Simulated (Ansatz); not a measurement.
AlN (space group Pm-3n, No. 223; a hypothetical phase, not in the database extracts checked)

```
CELL_PARAMETERS angstrom
      5.37245     0.00000     0.00000
      0.00000     5.37245     0.00000
      0.00000     0.00000     5.37245
ATOMIC_POSITIONS crystal
  Al 0.25000 0.00000 0.50000
  Al 0.50000 0.25000 0.00000
  Al 0.50000 0.75000 0.00000
  Al 0.75000 0.00000 0.50000
  Al 0.00000 0.50000 0.75000
  Al 0.00000 0.50000 0.25000
  N  0.25000 0.50000 0.00000
  N  0.00000 0.25000 0.50000
  N  0.00000 0.75000 0.50000
  N  0.75000 0.50000 0.00000
  N  0.50000 0.00000 0.75000
  N  0.50000 0.00000 0.25000
```

Level of theory: PBE in Ansatz (plane waves to 420 eV, PAW, spin-orbit coupling left out). k-mesh 5×5×5 (Γ-centred); smearing 0.05 eV (Fermi–Dirac).

| Item | Result |
|---|---|
| Volume per atom | 12.92 Å³ |
| Density | 2.63 g/cm³ |
| Band gap | 2.64 eV, direct at Γ |
| Electron mass | 0.33 mₑ |
| Lowest conduction-band minima above the VBM | Γ 2.64 eV |
| Total energy | -462.014 eV/atom (σ→0; compares only within this code and set-up) |

Masses are band curvatures over ±0.01 Å⁻¹ around the edge. Whether these cells are dynamically stable was not tested.

Ansatz is a program for electronic structure.
